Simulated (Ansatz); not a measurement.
Consider OsSb2 (space group Pnnm, No. 58; a = 5.9546 Å, b = 6.6881 Å, c = 3.2045 Å). Axes: x, y, z lie along a, b, c of the conventional cell.

Method: Ansatz (a program for electronic structure), PBEsol, PAW, cutoff 420 eV, no spin-orbit coupling.

For the base:

| Item | Result |
|---|---|
| Band gap | 0.33 eV |
| Gap character | indirect, R → k = (0, 0, 0.267) in the run's primitive reciprocal basis |

The change: uniaxial strain ε_yy = +0.89 %, all other strain components held at zero, atoms relaxed at fixed cell.

Q: What happens to the band gap?

A: The band gap goes up by 0.03 eV, from 0.33 eV to 0.36 eV.

Q: What happens to the energy relative to the base?

A: The energy goes up by 1.7 meV/atom.

Q: What happens to the stress?

A: The stress (xx, yy, zz, yz, xz, xy; compression positive) is (-0.92, -2.91, -0.37, 0.00, 0.00, 0.00) GPa.

Q: What happens to the gap character?

A: The gap character is still indirect, R → k = (0, 0, 0.267) in the run's primitive reciprocal basis.

Spin-orbit coupling, missing from the scalar runs, can matter with Os and Sb. Stability against distortions was not tested.
